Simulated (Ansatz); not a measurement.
Ca3WO6 (P2₁/c, No. 14)

Level of theory: r²SCAN+rVV10 (PAW; Ansatz, a first-principles code).

Run with plane-wave cutoff 500 eV, 8×8×6 k mesh (along the axes of the cell as run), Fermi–Dirac smearing 0.05 eV, no spin polarisation, scalar-relativistic PAW data made under PBE.

Cell (relaxed at this level):

```
Ca3WO6
1.0
    5.50714     0.00000    -0.00700
    0.00000     5.79946     0.00000
   -5.45078     0.00000     7.96504
Ca W O
6 2 12
Direct
  0.50000   0.50000   0.50000
  0.50000   0.00000   0.00000
  0.72672   0.94048   0.74356
  0.27328   0.05952   0.25644
  0.27328   0.44048   0.75644
  0.72672   0.55952   0.24356
  0.00000   0.50000   0.00000
  0.00000   0.00000   0.50000
  0.10889   0.44589   0.22530
  0.89111   0.55411   0.77470
  0.89111   0.94589   0.27470
  0.10889   0.05411   0.72530
  0.76144   0.22407   0.92822
  0.23856   0.77593   0.07178
  0.23856   0.72407   0.57178
  0.76144   0.27593   0.42822
  0.33558   0.17529   0.55090
  0.66442   0.82471   0.44910
  0.66442   0.67529   0.94910
  0.33558   0.32471   0.05090
```

For Ca3WO6 (P2₁/c, No. 14), the band gap is 3.63 eV (on the SCF k mesh).

Note: the relaxation could not lower the start's symmetry, so the cell can be a saddle point above a distorted one.

Spin–orbit coupling is not included.

Computed values are for the static lattice.
